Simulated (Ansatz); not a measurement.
The starting structures come from a database of crystals and need not be the phases stable at ambient conditions.

By PBEsol, the system below comes out a metal.

```xyz
2
Lattice="2.7737 0.0000 0.0000 -1.0396 2.5716 0.0000 0.0000 0.0000 4.4292" Properties=species:S:1:pos:R:3 pbc="T T T"
Zn     0.8671     1.2858     2.2146
Ag     0.0000     0.0000     0.0000
```

Space group of this cell: Cmmm. The cell is taken as given; by PBEsol its mean pressure is -2.6 GPa.

The current flows along the normal of the first two printed cell vectors. No spin-orbit coupling; the value is a mean over 0.1 eV about the Fermi level.

Q: State the ballistic conductance per area according to PBEsol (Ansatz, an electronic-structure program).

A: 0.78 × 10¹⁵ S/m² for both spins.
